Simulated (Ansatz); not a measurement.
## Band gap of Sr2TaNO3 (Immm, No. 71, 7 atoms in the cell; start mp-1218704) at several levels of theory

No measured value is used here.

Q: Put these levels in order of the band gap that they give for Sr2TaNO3 (Immm, No. 71, 7 atoms in the cell; start mp-1218704), smallest first: LDA (Ansatz, a program for electronic structure), PBE0 (Ansatz), r²SCAN+SOC (Ansatz), r²SCAN0 (Ansatz).

A: LDA (0.54 eV), r²SCAN+SOC (1.02 eV), PBE0 (2.50 eV), r²SCAN0 (2.77 eV)

Computed values are for a static lattice. Levels without +SOC have no spin–orbit coupling; where heavier elements are present it shifts gaps, mostly down, and can invert bands.  Values are at the PBEsol cell. Cutoffs and k meshes differ between the levels. Ansatz's density-functional and Hartree–Fock values are scalar-relativistic unless marked +SOC, with PAW data made under PBE.

A start named mp-… is a Materials Project structure, which need not be a measured phase.
